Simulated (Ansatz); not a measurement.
# Input and output of a self-consistent single point for ZnCu (Pm-3m, 2 atoms in the cell) (Ansatz)

Computed with PBE (plane waves, PAW; Ansatz, a program for electronic structure).

This input was run:

Ansatz 0.2 input:
```yaml
# ZnCu
crystal:
  lattice:
    - [2.891344, 0.000000, 0.000000]
    - [0.000000, 2.891344, 0.000000]
    - [0.000000, 0.000000, 2.891344]
  atoms:
    - { symbol: Zn, position: [0.500000, 0.500000, 0.500000] }
    - { symbol: Cu, position: [0.000000, 0.000000, 0.000000] }
kpoints:
  mp_grid:
    grid: [8, 8, 8]
hamiltonian:
  xc: pbe
  pseudopotentials:
    kind: paw
scf:
  occupations:
    method: gaussian
    width: 0.1
output:
  forces: true
  eigenvalues: true
  stress: true
```

Log, with long lists cut:

```
WARN basis.ecutwfc = 420 eV, the default
Pseudopotentials: kind: paw
Pseudopotential: Zn, paw, valence charge 12
Pseudopotential: Cu, paw, valence charge 19
Crystal: 2 atoms, lattice volume = 24.171 Å³
Basis set: ecut = 420 eV, 461 PW (Γ), exchange–correlation on 40×40×40 points (8 copies of the dense FFT grid, shifted against one another)
Bands: 20, of which v1, the nominal top of the filled ones, is band 16 counted from 1 (15 counted from 0)
Symmetry: 48 space group operations
Space group: Pm-3m (ITA 221), of the structure as read, at distance tolerance 2.9e-5 Å
k-points: 35 of 512
Initial density: superposition of atomic densities (neutral atoms: chi_scale 0, normalization atom), corrected by the library's trained network
Initial wavefunctions: pseudopotential atomic-orbital guess
Eigensolver: davidson
Functional: x = pbe(κ = 0.804, μ = 0.2195149727645171), c = pbe(β = 0.06672455060314922)
SCF iter   1: F=—  HF=-9944.336954 eV  |F-HF|=—  |Δ(HF+E_count)|=         —  Δρ=3.23e-3  dr2=1.69e-3  ethr=1.77e-3  ⟨swp⟩=5.5  Hψ=2981  notcnv=0
all-band conjugate gradients solve this SCF's bands
preconditioner: auto → none
SCF iter   2: F=—  HF=-9944.337323 eV  |F-HF|=—  |Δ(HF+E_count)|=   3.70e-4  Δρ=5.45e-4  dr2=2.02e-5  ethr=5.46e-6  ⟨swp⟩=2.3  Hψ=1447  notcnv=0
SCF iter   3: F=—  HF=-9944.337347 eV  |F-HF|=—  |Δ(HF+E_count)|=   2.32e-5  Δρ=3.35e-4  dr2=1.31e-5  ethr=6.52e-8  ⟨swp⟩=2.0  Hψ=1222  notcnv=0
SCF iter   4: F=—  HF=-9944.337355 eV  |F-HF|=—  |Δ(HF+E_count)|=   8.53e-6  Δρ=7.31e-5  dr2=7.42e-7  ethr=4.23e-8  ⟨swp⟩=1.7  Hψ=919  notcnv=0
iter 5 did not close the SCF: its close was put off for the readings that it lacked (scf_convergence_deferred on its scf_iter line)
SCF iter   5: F=-9944.337356 eV  HF=-9944.337356 eV  |F-HF|=2.33e-8  |Δ(HF+E_count)|=   3.96e-7  Δρ=1.76e-5  dr2=3.91e-8  ethr=2.39e-9  ⟨swp⟩=2.1  Hψ=944  notcnv=0
SCF iter   6: F=-9944.337356 eV  HF=-9944.337356 eV  |F-HF|=3.91e-10  |Δ(HF+E_count)|=   5.17e-9  Δρ=3.33e-6  dr2=1.43e-9  ethr=1.26e-10  ⟨swp⟩=4.4  Hψ=2881  notcnv=0
SCF 1 converged in 6 iterations: F = -9944.337356 eV  dr2 = 1.43e-9
SCF converged after 6 iterations
Free energy (F): -9944.337356 eV
Harris-Foulkes:  -9944.337356 eV  (|F-HF|=3.91e-10)
Internal energy: -9944.333387 eV  (E = F + TS)
E sigma→0 (E₀):  -9944.335371 eV
Entropy (-TS):   -0.003969 eV (-1.984 meV/atom)
Fermi energy:    15.317620 eV
--- Per-component energies (eV) ---
  E_band       = -289.373972
  E_kinetic    = 433.148080
  E_local      = -5656.625777  (includes V_loc(G=0)·N_el)
  E_nonlocal   = 1000.266158
  E_hartree    = 2473.442989
  E_xc         = -228.789355
  E_vxc        = -170.272477  (∫ρ·V_xc dr)
  E_paw        = -3487.231569  (= ΣΔE_a)
  E_vpaw       = -842.775090  (= ΣTr[D̂ρ^β])
  E_aug_tail   = -0.000023  (compensation charges beyond the density's cutoff)
  E_ewald      = -4478.543890
  E_smearing   = -0.003969  (= −TS)
  E_closure    = 0.000000  (closes the sum)
  Σ components = -9944.337356   (vs F -9944.337356, Δ=0.00e0)
--- Forces (eV/Å), atoms counted from 1 ---
  atom   1  Zn     0.00000000    -0.00000000    -0.00000000
  atom   2  Cu    -0.00000000    -0.00000000    -0.00000000
  max |Σ_I F_I| component: 4.34e-30 eV/Å
--- Stress (GPa, compression-positive) ---
       10.607151      -0.000000       0.000000
        0.000000      10.607151       0.000000
        0.000000       0.000000      10.607151
  P = ⅓ Tr σ = 10.6072 GPa (106.072 kbar)
  The stress holds the Pulay correction. Without it, at fixed plane waves, as pw.x and ABINIT print it: P = 10.4365 GPa
--- Band table (eV; the first three rows and the last of 35) ---
  k-point 0: bands = ["-97.5518", "-54.9199", "-54.9199", "-54.9199", "4.7570", "7.5487", "7.5487", "8.3464", "8.3464", "8.3464", "11.8574", "11.8574", "12.7790", "12.7790", "12.7790", "21.9458", "21.9458", "21.9458", "27.1498", "27.1498"]
  k-point 1: bands = ["-97.5517", "-54.9218", "-54.9198", "-54.9198", "5.0501", "7.5870", "7.6150", "8.3201", "8.3201", "8.3609", "11.8347", "11.8818", "12.6754", "12.6754", "12.7653", "19.7650", "22.3990", "22.3990", "27.2970", "28.0497"]
  k-point 2: bands = ["-97.5514", "-54.9263", "-54.9195", "-54.9195", "5.8924", "7.6821", "7.8007", "8.2570", "8.2570", "8.3965", "11.7776", "11.8729", "12.4452", "12.4452", "12.7320", "16.5807", "23.6695", "23.6695", "27.7507", "28.5765"]
  k-point 34: bands = ["-97.5497", "-54.9305", "-54.9305", "-54.9305", "7.6927", "7.6927", "7.6927", "8.6886", "8.6886", "11.0389", "11.0389", "11.0389", "13.0501", "13.0501", "19.8191", "20.0101", "20.0101", "20.0101", "20.2740", "20.2740"]
```

The run converged in 6 iterations.

The starting cell comes from a database of computed structures (which also holds hypothetical and non-ambient phases and stackings), without a prior relaxation at this level. Its lattice was rescaled by a random factor within 2.5 % of one. Spin polarisation is off. With a pressure of about 11 GPa the cell is away from its equilibrium volume at this level. Ansatz's pressure includes its estimate of the finite-basis (Pulay) stress.
